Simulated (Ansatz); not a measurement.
Output of an Ansatz run (abridged):

```
WARN basis.ecutwfc = 420 eV, the default
WARN ansatz: RAYON_NUM_THREADS=1 ignored (pool sized by the plan → 1); use --threads N
Pseudopotentials: kind: paw
Pseudopotential: In, paw, valence charge 13
Pseudopotential: Cu, paw, valence charge 19
Pseudopotential: La, paw, valence charge 11
Crystal: 10 atoms, lattice volume = 243.920 Å³
Basis set: ecut = 420 eV, 4781 PW (Γ)
Bands: 88, of which v1, the nominal top of the filled ones, is band 73 counted from 1 (72 counted from 0)
Symmetry: 16 space group operations
Space group: P4/mbm (ITA 127), of the structure as read, at distance tolerance 6.2e-5 Å
k-points: 30 of 200
PAW frozen core: In, regenerated for the run's functional, and the local potential with it
PAW frozen core: Cu, regenerated for the run's functional, and the local potential with it
PAW frozen core: La, regenerated for the run's functional, and the local potential with it
Initial density: superposition of atomic densities (neutral atoms: chi_scale 0, normalization atom), corrected by the library's trained network
Initial wavefunctions: pseudopotential atomic-orbital guess
Eigensolver: davidson
Functional: x = slater, c = lda
SCF iter   1: F=—  HF=-61444.659458 eV  |F-HF|=—  |Δ(HF+E_count)|=         —  Δρ=1.41e-2  dr2=2.64e-1  ethr=1.77e-3  ⟨swp⟩=8.2  Hψ=11904  notcnv=0
all-band conjugate gradients solve this SCF's bands
preconditioner: auto → Kerker (q_TF=auto, 2.505 Å⁻¹)
SCF iter   2: F=—  HF=-61444.615876 eV  |F-HF|=—  |Δ(HF+E_count)|=   4.36e-2  S|Δr|=    0.00e0  Δρ=3.66e-3  dr2=2.95e-2  ethr=1.81e-4  ⟨swp⟩=3.3  Hψ=5567  notcnv=0  defer=264
SCF iter   3: F=—  HF=-61444.607570 eV  |F-HF|=—  |Δ(HF+E_count)|=   8.31e-3  S|Δr|=    0.00e0  Δρ=2.60e-3  dr2=1.19e-2  ethr=2.02e-5  ⟨swp⟩=2.4  Hψ=4258  notcnv=0  defer=264
SCF iter   4: F=—  HF=-61444.604517 eV  |F-HF|=—  |Δ(HF+E_count)|=   3.05e-3  S|Δr|=    0.00e0  Δρ=9.21e-4  dr2=2.06e-3  ethr=8.16e-6  ⟨swp⟩=2.1  Hψ=3545  notcnv=0  defer=264
SCF iter   5: F=—  HF=-61444.603832 eV  |F-HF|=—  |Δ(HF+E_count)|=   6.84e-4  S|Δr|=    0.00e0  Δρ=1.86e-4  dr2=1.71e-4  ethr=1.41e-6  ⟨swp⟩=2.0  Hψ=4438  notcnv=0  defer=264
SCF iter   6: F=—  HF=-61444.603786 eV  |F-HF|=—  |Δ(HF+E_count)|=   4.64e-5  S|Δr|=    0.00e0  Δρ=4.19e-5  dr2=4.05e-6  ethr=1.17e-7  ⟨swp⟩=2.0  Hψ=3646  notcnv=0  defer=264
SCF iter   7: F=—  HF=-61444.604065 eV  |F-HF|=—  |Δ(HF+E_count)|=   2.79e-4  S|Δr|=    0.00e0  Δρ=1.77e-5  dr2=8.16e-7  ethr=2.77e-9  ⟨swp⟩=2.1  Hψ=4474  notcnv=0  defer=264
SCF iter   8: F=-61444.604065 eV  HF=-61444.604065 eV  |F-HF|=1.53e-8  |Δ(HF+E_count)|=   1.22e-7  S|Δr|=    0.00e0  Δρ=2.19e-6  dr2=1.34e-8  ethr=6.85e-11  ⟨swp⟩=16.2  Hψ=16853  notcnv=0
SCF 1 converged in 8 iterations: F = -61444.604065 eV  dr2 = 1.34e-8
SCF converged after 8 iterations
Stability not checked (fill_not_monotonic)
Free energy (F): -61444.604065 eV
Harris-Foulkes:  -61444.604065 eV  (|F-HF|=1.53e-8)
Internal energy: -61444.603766 eV  (E = F + TS)
E sigma→0 (E₀):  -61444.603966 eV
Entropy (-TS):   -0.000299 eV (-0.030 meV/atom)
Fermi energy:    11.826552 eV
--- Per-component energies (eV) ---
  E_band       = -1963.168039
  E_kinetic    = 2456.199437
  E_local      = -25915.311662  (includes V_loc(G=0)·N_el)
  E_nonlocal   = 2703.870826
  E_hartree    = 11357.478602
  E_xc         = -1334.535079
  E_vxc        = -1250.884824  (∫ρ·V_xc dr)
  E_paw        = -35373.008716  (= ΣΔE_a)
  E_vpaw       = -2671.992448  (= ΣTr[D̂ρ^β])
  E_aug_tail   = 0.000887  (compensation charges beyond the density's cutoff)
  E_ewald      = -15342.956642
  E_core_change = 3.658578  (= ΣΔE_core)
  E_smearing   = -0.000299  (= −TS)
  E_closure    = 0.000000  (closes the sum)
  Σ components = -61444.604065   (vs F -61444.604065, Δ=0.00e0)
--- Forces (eV/Å), atoms counted from 1 ---
  atom   1  In     0.00000000    -0.00000000    -0.00000000
  atom   2  In     0.00000000    -0.00000000    -0.00000000
  atom   3  Cu     0.10236281     0.10236281     0.00000000
  atom   4  Cu    -0.10236281     0.10236281     0.00000000
  atom   5  Cu    -0.10236281    -0.10236281    -0.00000000
  atom   6  Cu     0.10236281    -0.10236281    -0.00000000
  atom   7  La    -0.04643489    -0.04643489    -0.00000000
  atom   8  La     0.04643489    -0.04643489    -0.00000000
  atom   9  La     0.04643489     0.04643489     0.00000000
  atom  10  La    -0.04643489     0.04643489     0.00000000
  max |Σ_I F_I| component: 8.33e-17 eV/Å
--- Stress (GPa, compression-positive) ---
       -5.109250       0.000000       0.000000
        0.000000      -5.109250       0.000000
        0.000000       0.000000      -5.243935
  P = ⅓ Tr σ = -5.1541 GPa (-51.541 kbar)
  The stress holds the Pulay correction. Without it, at fixed plane waves, as pw.x and ABINIT print it: P = -5.1777 GPa
--- Band table (eV; the first three rows and the last of 30) ---
  k-point 0: bands = ["-100.2773", "-100.2773", "-100.2754", "-100.2754", "-58.1483", "-58.1483", "-58.1462", "-58.1462", "-58.0890", "-58.0890", "-58.0646", "-58.0646", "-58.0344", "-58.0344", "-58.0323", "-58.0323", "-20.8846", "-20.8372", [...]
  k-point 1: bands = ["-100.2773", "-100.2773", "-100.2754", "-100.2754", "-58.1483", "-58.1483", "-58.1462", "-58.1462", "-58.0890", "-58.0890", "-58.0646", "-58.0646", "-58.0344", "-58.0344", "-58.0323", "-58.0323", "-20.8796", "-20.8326", [...]
  k-point 2: bands = ["-100.2773", "-100.2773", "-100.2754", "-100.2754", "-58.1483", "-58.1483", "-58.1462", "-58.1462", "-58.0890", "-58.0890", "-58.0646", "-58.0646", "-58.0344", "-58.0344", "-58.0323", "-58.0323", "-20.8672", "-20.8215", [...]
  k-point 29: bands = ["-100.2773", "-100.2773", "-100.2754", "-100.2754", "-58.1484", "-58.1484", "-58.1463", "-58.1463", "-58.0890", "-58.0890", "-58.0646", "-58.0646", "-58.0344", "-58.0344", "-58.0323", "-58.0323", "-20.8282", "-20.8229", [...]
```

The structure:

```xyz
10
Lattice="7.8080 0.0000 0.0000 0.0000 7.8080 0.0000 0.0000 0.0000 4.0010" Properties=species:S:1:pos:R:3 pbc="T T T"
In     0.0000     0.0000     0.0000
In     3.9040     3.9040     0.0000
Cu     2.9884     6.8924     0.0000
Cu     0.9156     2.9884     0.0000
Cu     4.8196     0.9156     0.0000
Cu     6.8924     4.8196     0.0000
La     1.3928     5.2968     2.0005
La     2.5112     1.3928     2.0005
La     6.4152     2.5112     2.0005
La     5.2968     6.4152     2.0005
```

Q: Reconstruct the input of this run.

A: Other spellings and defaults could give the same log, and not every line can be read from it. The input that was run (DFT, LDA (PW92), plane waves, default PAW files made with PBE):

Ansatz 0.2 input:
```yaml
# La2InCu2
crystal:
  lattice:
    - [7.808000, 0.000000, 0.000000]
    - [0.000000, 7.808000, 0.000000]
    - [0.000000, 0.000000, 4.001000]
  atoms:
    - { symbol: In, position: [0.000000, 0.000000, 0.000000] }
    - { symbol: In, position: [0.500000, 0.500000, 0.000000] }
    - { symbol: Cu, position: [0.382730, 0.882730, 0.000000] }
    - { symbol: Cu, position: [0.117270, 0.382730, 0.000000] }
    - { symbol: Cu, position: [0.617270, 0.117270, 0.000000] }
    - { symbol: Cu, position: [0.882730, 0.617270, 0.000000] }
    - { symbol: La, position: [0.178380, 0.678380, 0.500000] }
    - { symbol: La, position: [0.321620, 0.178380, 0.500000] }
    - { symbol: La, position: [0.821620, 0.321620, 0.500000] }
    - { symbol: La, position: [0.678380, 0.821620, 0.500000] }
kpoints:
  mp_grid: { grid: [5, 5, 8] }
hamiltonian:
  xc: lda
  pseudopotentials: { kind: paw }
scf:
  occupations: { method: cold, width: 0.05 }
output:
  forces: true
  eigenvalues: true
  stress: true
```

The starting cell comes from a database of published, mostly measured structures (it also holds non-ambient and calculated ones), without a prior relaxation at this level. Spin polarisation is off. With a pressure of about -5 GPa the cell is away from its equilibrium volume at this level. Ansatz's pressure includes its estimate of the finite-basis (Pulay) stress.

Ansatz is a first-principles code.
